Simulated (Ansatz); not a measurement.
Take Si in the diamond structure (space group Fd-3m, No. 227) as the base.

```
Si
1.0
    0.00000     2.71678     2.71678
    2.71678     0.00000     2.71678
    2.71678     2.71678     0.00000
Si
2
Direct
  0.50000   0.50000   0.50000
  0.75000   0.75000   0.75000
```

Cartesian axes are those of the cell as printed.

Levels (all Ansatz, a quantum-chemistry and plane-wave program, PAW, earlier PAW set): PBEsol (420 eV, no SOC); r2SCAN (500 eV, scalar-relativistic without spin-orbit coupling).

Its gap is 0.47 eV with PBEsol and 0.77 eV with r2SCAN.

Modification: strain tensor (xx, yy, zz, yz, xz, xy) = (+0.15, +0.34, +0.14, −0.40, −0.26, −0.24) %; the atoms relax in the strained cell.

With PBEsol the gap becomes 0.41 eV.

Question: If the r2SCAN correction stayed the same, what would the r2SCAN gap be, and what does the r2SCAN run give?

Answer: A rigid correction of +0.30 eV gives 0.71 eV. The r2SCAN run gives 0.71 eV, so the two effects roughly add.

Single points use the geometry relaxed with PBEsol. Whether these cells are dynamically stable was not tested.
